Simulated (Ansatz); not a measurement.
Relaxation of the outer planes of the (30-32) surface of hcp Re in its 1x1 cell, outermost plane spacing 0.75 Å in the ideal cut.

Computed with PBE (plane waves to 420 eV, PAW; Ansatz, an electronic-structure program).

Set-up: 28 atoms, 9.8 Å thick at the start (thin: gaps and levels are the slab's own); mesh 13x3x1; 0.1 eV smearing; dipole correction on; all atoms relaxed; symmetry of the start imposed; no spin, no spin-orbit, no U.

| plane | atoms | bulk spacing to the next (Å) | relaxed spacing (Å) | change (%) | rumpling (Å) |
|---|---|---|---|---|---|
| 1 | 2 Re | 0.754 | 0.669 | -11.4 | 0.03 |
| 2 | 2 Re | 0.754 | 0.695 | -7.8 | 0.04 |
